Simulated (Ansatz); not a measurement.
Functionals compared on Br on the 1x1 (0001) surface of hcp Ru, one in a 2x2 cell, started at the site 'bridge Ru-Ru (span 2.7 Å)', in Ansatz (plane waves, PAW). The structure was relaxed with PBE; the other rows are single points on it, each with its references at the same level. Cutoff 420 eV (500 eV for r2SCAN).

Slab: 17 atoms, 6.3 Å thick at the start under the adsorbate (thin: gaps and levels are the slab's own); k 6x6x1, smearing 0.1 eV, dipole-corrected; 8 atoms held, the rest relaxed; start symmetry kept, larger cells not searched; no spin, no spin-orbit, no U, no dispersion correction. At the end it is bonded to 3 Ru. In PBE it is, or lies within 0.03 eV of, the lowest of the starts that converged. These notes are the PBE run's. Adsorption energies are against ½ Br2(g). A negative adsorption energy means that the adsorbate is more stable on the surface than in its reference.

| functional | adsorption energy (eV) | work function of the top face (eV) | change of the work function (eV) | rough cost of the single point |
|---|---|---|---|---|
| PBE | -2.25 | 4.51 | -0.49 | – |
| RPBE | -1.97 | 4.41 | -0.42 | around 5 core-minutes (rough) |
| r2SCAN | -2.57 | 4.62 | -0.38 | roughly 11 core-minutes |

Ansatz is a quantum-chemistry and plane-wave program.
